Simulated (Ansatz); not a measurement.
Ansatz (a quantum-chemistry and plane-wave program) run on AlFe (Pm-3m, 2 atoms in the cell): relaxation of cell and atoms.

Level of theory: PBE, PAW files (plane waves; Ansatz).

```
AlFe
1.0
    2.80254     0.00000     0.00000
    0.00000     2.80254     0.00000
    0.00000     0.00000     2.80254
Al Fe
1 1
Cartesian
  0.00000   0.00000   0.00000
  1.40127   1.40127   1.40127
```
Moments meant for the start (each program seeds them in its own way; μB, in the order of the atoms Al Fe): 0.0 4.0.

Reference input (self-consistent single point, DFT, PBE, plane waves, PAW files): basis.ecutwfc = 420 eV; kpoints.mp_grid.grid = 12 12 12; hamiltonian.xc = pbe; hamiltonian.pseudopotentials = {kind: paw} (the program's default PAW files); magnetization.spin_polarized = true; scf.occupations.method = fermi_dirac; scf.occupations.width = 0.1 eV. This run's input differs from it in these lines:

```diff
@@ -19,2 +19,4 @@
   occupations: { method: fermi_dirac, width: 0.1 }
+relax:
+  cell: {}
 output:
```

Output (repeated stretches shortened):

```
   [... SCF lines of the steps left out ...]
relax step   1: F+E_penalty+E_count = -5018.58148119 eV  Δ(F+E_penalty+E_count) = +0.000e0 eV  max|allowed force component| = 8.530e-30 eV/Å  Δτ_max = 0.0000 Å  P = +15.751 GPa  Ω = 22.012 Å³  (16 SCF iters, dr2 threshold 1.00e-7 eV, accepted)
relax step   2: F+E_penalty+E_count = -5018.64520807 eV  Δ(F+E_penalty+E_count) = -6.373e-2 eV  max|allowed force component| = 8.924e-30 eV/Å  Δτ_max = 0.0000 Å  P = +6.662 GPa  Ω = 22.945 Å³  energy of the carried Pulay correction = -6.486e-4 eV  [...]
relax step   3: F+E_penalty+E_count = -5018.66124608 eV  Δ(F+E_penalty+E_count) = -1.604e-2 eV  max|allowed force component| = 2.597e-30 eV/Å  Δτ_max = 0.0000 Å  P = +0.697 GPa  Ω = 23.681 Å³  energy of the carried Pulay correction = -1.141e-3 eV  [...]
relax step   4: F+E_penalty+E_count = -5018.66138866 eV  Δ(F+E_penalty+E_count) = -1.426e-4 eV  max|allowed force component| = 2.128e-30 eV/Å  Δτ_max = 0.0000 Å  P = +0.000 GPa  Ω = 23.775 Å³  energy of the carried Pulay correction = -1.203e-3 eV  [...]
relax step   5: F+E_penalty+E_count = -5018.66267288 eV  Δ(F+E_penalty+E_count) = -1.284e-3 eV  max|allowed force component| = 3.344e-30 eV/Å  Δτ_max = 0.0000 Å  P = +0.028 GPa  Ω = 23.775 Å³  stress off target by 2.83e-2 GPa  SCF on the basis [...]
basis re-selected at this cell: Δ(F+E_penalty+E_count) = -1.284e-3 eV, ΔP = +0.028 GPa vs the last step
the relaxation is at rest under the 48 symmetry operations that the run kept from its start: a minimum is not shown …
the relaxation's final electronic state is not compared with the one that a single-point calculation of its input finds at the relaxed geometry …
Magnetization: 0.6938 μB (9.8469 up, 9.1531 down)
   [... lines left out ...]
Absolute magnetization: 0.7921 μB (∫|ρ↑−ρ↓|, with the PAW one-centre terms)
Free energy (F): -5018.662673 eV
Fermi energy:    14.014673 eV
   [... lines left out ...]
to start a new deck from the relaxed geometry:
  cell:  # Å, volume = 23.7748 Å³
    - [2.8754494894494353, -5.135813185032629e-34, -2.0061770254033704e-34]
    - [-5.135813185032629e-34, 2.8754494894494353, 0.0]
    - [-5.858036914177842e-34, 0.0, 2.875449489449436]
  atoms:
    - { symbol: Al, position: [-7.158416571890538e-37, -7.15841657167559e-37, -7.158416571675692e-37] }
    - { symbol: Fe, position: [0.5, 0.5, 0.5000000000000001] }
```

The run converged. 

Summary of the result:
* **Free energy E − TS (on the zero of these files)**: -5018.6627 eV
* **Fermi level (on the code's own zero)**: 14.01 eV
* **Pressure**: 0.03 GPa
* **Size of the cell's spin moment**: 0.69 μB
* **Final cell**: a = b = c = 2.8754 Å, α = β = γ = 90.00°
* **Final volume per atom**: 11.89 Å³
* **Relaxation steps**: 5

The starting cell comes from a database of computed structures (which also holds hypothetical and non-ambient phases and stackings), without a prior relaxation at this level. Its lattice was rescaled by a random factor within 2.5 % of one. The moments shrank to a small part of their start, a low-spin state that need not be the lowest. The relaxation keeps the symmetry of its start, so its end need not be a minimum. Ansatz's pressure includes its estimate of the finite-basis (Pulay) stress.

Keys are those of Ansatz 0.2.
